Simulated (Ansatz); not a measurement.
The parent structure is BN in the zinc blende structure (space group F-43m, No. 216; a = 3.625 Å).

Computed with PBE/PAW in Ansatz (a first-principles code), spin-orbit coupling left out.

For the base:

```
Quantity                         Result
-----------------------------  --------
Pressure                       0.00 GPa
Band gap                        4.46 eV
Width of the top valence band   6.45 eV
```

Modification: every lattice vector is stretched by 1.50 %, atoms relaxed at fixed cell.

**Question.** What does the calculation give for the pressure, band gap, width of the top valence band and energy relative to the base after the change?

**Answer.** The pressure goes from zero to -15.27 GPa; the band gap drops by 0.05 eV, from 4.46 eV to 4.41 eV; the width of the top valence band falls by 0.303 eV (6.45 eV → 6.14 eV); the energy goes up by 13 meV/atom.

The cells carry an imposed strain or load. Whether these cells are dynamically stable was not tested.
